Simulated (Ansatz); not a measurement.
Results of PBEsol (Ansatz, a first-principles code, PAW) for cubic perovskite KZnF3.

Run with plane-wave cutoff 520 eV, 6×6×6 k mesh, scalar-relativistic PAW data made under PBE.

Cell (relaxed at this level):

```cif
data_F3KZn
_chemical_formula_sum 'K1 Zn1 F3'
_space_group_name_H-M_alt 'Pm-3m'
_space_group_IT_number 221
_space_group_name_Hall '-P 4 2 3'
_cell_length_a 4.05222
_cell_length_b 4.05222
_cell_length_c 4.05222
_cell_angle_alpha 90.000
_cell_angle_beta 90.000
_cell_angle_gamma 90.000
loop_
_atom_site_label
_atom_site_type_symbol
_atom_site_symmetry_multiplicity
_atom_site_Wyckoff_symbol
_atom_site_fract_x
_atom_site_fract_y
_atom_site_fract_z
_atom_site_occupancy
K1 K 1 a 0.00000 0.00000 0.00000 1
Zn1 Zn 1 b 0.50000 0.50000 0.50000 1
F1 F 3 c 0.00000 0.50000 0.50000 1
```

Problem. Give the computed elastic constant C44, elastic constant C12, polycrystal shear modulus (Hill average) and elastic constant C11.

Solution. 
- elastic constant C44 = 33.3 GPa
- elastic constant C12 = 52.0 GPa
- polycrystal shear modulus (Hill average) = 36.5 GPa
- elastic constant C11 = 135 GPa

Measured, for comparison: elastic constant C44 38.1 GPa, elastic constant C12 52.7 ± 0.5 GPa, elastic constant C11 134 ± 1 GPa (temperature not stated, no zero-point or thermal correction; as tabulated in Vaitheeswaran et al. (2016), arXiv:1609.00541). Computed (rounded) less measured: elastic constant C44 -13 %, elastic constant C12 -1 %, elastic constant C11 +0.7 % (inside the measured uncertainty).

Elastic constants are with the ions relaxed.

The result took around 50 core-seconds (rough).
